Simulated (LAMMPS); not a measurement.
Molecular dynamics of Cu (fcc), 256 atoms, at 300 K and 0 GPa, heated as the crystal.

Method: MD with a machine-learned potential, pair style snap, file Cu_Zuo_JPCA2020.quadratic.snap (LAMMPS).

```csv
angle (°),"probability per degree, Cu-Cu-Cu"
49.50,0.0000
52.50,0.0012
55.50,0.0152
58.50,0.0457
61.50,0.0423
64.50,0.0145
67.50,0.0022
70.50,0.0001
73.50,0.0000
76.50,0.0000
79.50,0.0002
82.50,0.0023
85.50,0.0096
88.50,0.0188
91.50,0.0181
94.50,0.0089
97.50,0.0023
100.5,0.0003
103.5,0.0000
106.5,0.0001
109.5,0.0008
112.5,0.0058
115.5,0.0201
118.5,0.0359
121.5,0.0342
124.5,0.0182
127.5,0.0053
130.5,0.0009
133.5,0.0001
136.5,0.0000
139.5,0.0000
142.5,0.0000
145.5,0.0000
148.5,0.0000
151.5,0.0000
154.5,0.0000
157.5,0.0000
160.5,0.0000
163.5,0.0000
166.5,0.0004
169.5,0.0022
172.5,0.0077
175.5,0.0129
178.5,0.0071
```

Read from the full data:
- state found: crystal; no diffusion seen in 15 ps
- most common Cu-Cu-Cu angle: in the 3° bin centred on 58.5° (mean of all 98°)
